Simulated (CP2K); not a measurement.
Worked example: self-consistent single point of LuNi2Ge2 (I4/mmm, 5 atoms in the cell) in CP2K.

Method: PBEsol, GPW, DZVP-MOLOPT-SR-GTH basis, GTH-PBE potentials (GTH_POTENTIALS) in CP2K.

```yaml
crystal:
  lattice:
    - [5.67584, 0.00000, 0.00000]
    - [2.79729, 4.93865, 0.00000]
    - [-4.23656, -2.46933, 2.85816]
  atoms:
    - { symbol: Lu, position: [0.00000, 0.00000, 0.00000] }
    - { symbol: Ni, position: [0.25000, 0.75000, 0.50000] }
    - { symbol: Ni, position: [0.75000, 0.25000, 0.50000] }
    - { symbol: Ge, position: [0.62709, 0.62709, 0.00000] }
    - { symbol: Ge, position: [0.37291, 0.37291, 0.00000] }
```

Reference input (self-consistent single point, DFT LDA (Pade form), GPW, DZVP-MOLOPT-SR-GTH basis, GTH-PADE potentials (GTH_POTENTIALS)): CUTOFF = 600 Ry; REL_CUTOFF = 40 Ry; SMEAR/METHOD = FERMI_DIRAC; ELECTRONIC_TEMPERATURE = 1160.45 K; KPOINTS/SCHEME = MONKHORST-PACK 7 7 7; XC_FUNCTIONAL = PADE; Lu/BASIS_SET = DZVP-MOLOPT-SR-GTH; Lu/POTENTIAL = GTH-PADE-q25; Ni/BASIS_SET = DZVP-MOLOPT-SR-GTH; Ni/POTENTIAL = GTH-PADE-q18; Ge/BASIS_SET = DZVP-MOLOPT-SR-GTH; Ge/POTENTIAL = GTH-PADE-q4. This run's input differs from it in these lines:

```diff
@@ -43,3 +43,6 @@
     &XC
-      &XC_FUNCTIONAL PADE
+      &XC_FUNCTIONAL
+        &PBE
+          PARAMETRIZATION PBESOL
+        &END PBE
       &END XC_FUNCTIONAL
@@ -76,3 +79,3 @@
       BASIS_SET DZVP-MOLOPT-SR-GTH
-      POTENTIAL GTH-PADE-q25
+      POTENTIAL GTH-PBE-q25
     &END KIND
@@ -80,3 +83,3 @@
       BASIS_SET DZVP-MOLOPT-SR-GTH
-      POTENTIAL GTH-PADE-q18
+      POTENTIAL GTH-PBE-q18
     &END KIND
@@ -84,3 +87,3 @@
       BASIS_SET DZVP-MOLOPT-SR-GTH
-      POTENTIAL GTH-PADE-q4
+      POTENTIAL GTH-PBE-q4
     &END KIND
```

Output, abridged:

```
 SCF WAVEFUNCTION OPTIMIZATION

  Step     Update method      Time    Convergence         Total energy    Change
     1 NoMix/Diag. 0.30E+00      -     2.39735527      -609.5881193805 -6.10E+02
     2 Broy./Diag. 0.30E+00      -     0.54039438      -601.4555551018  8.13E+00
     3 Broy./Diag. 0.30E+00      -     0.44302677      -623.3579717120 -2.19E+01
     4 Broy./Diag. 0.30E+00      -     0.05629731      -607.0068055783  1.64E+01
     5 Broy./Diag. 0.30E+00      -     0.01629381      -609.0153903299 -2.01E+00
     6 Broy./Diag. 0.30E+00      -     0.00273010      -608.6384613749  3.77E-01
   [... 6 lines left out ...]
    13 Broy./Diag. 0.30E+00      -     0.00000400      -608.5894825207 -2.66E-04
    14 Broy./Diag. 0.30E+00      -     0.00000096      -608.5894866611 -4.14E-06
    15 Broy./Diag. 0.30E+00      -     0.00000029      -608.5894741779  1.25E-05
    16 Broy./Diag. 0.30E+00      -     0.00000006      -608.5894714316  2.75E-06
  *** SCF run converged in    16 steps ***

  Overlap energy of the core charge distribution:               0.00000000296670
  Self energy of the core charge distribution:               -894.37400968212728
  Core Hamiltonian energy:                                    249.71678187430109
  Hartree energy:                                              94.89035605335148
  Exchange-correlation energy:                                -58.81874454951232
  Electronic entropic energy:                                  -0.00385513041549
  Fermi energy:                                                 0.34462200392892

  Total energy:                                              -608.58947143164983
  Total energy (extrapolated to T->0):                       -608.58754386644205

   [... lines left out ...]

 STRESS| Analytical stress tensor [bar]
 STRESS|                        x                   y                   z
 STRESS|      x       -3.59493192119E+04   3.47759321814E+03  -3.13794121724E+02
 STRESS|      y        3.47759321814E+03  -3.98885709569E+04  -1.82839764286E+02
 STRESS|      z       -3.13794121724E+02  -1.82839764286E+02  -4.19513512420E+04
 STRESS| 1/3 Trace                                            -3.92630804703E+04
```

The run converged in 16 iterations. Against the reference run the pressure goes from -12.22 to -3.93 GPa and the largest force goes from 0.288 to 0.119 eV/Å.

The starting cell comes from a database of computed structures (which also holds hypothetical and non-ambient phases and stackings), without a prior relaxation at this level. Its lattice was rescaled by a random factor within 2.5 % of one. Spin polarisation is off. Values carry the incompleteness of an atom-centred basis. The potentials were made for another functional than the one used. With a pressure of about -4 GPa the cell is away from its equilibrium volume at this level.

Cost on one core of a shared machine: roughly 3 min.
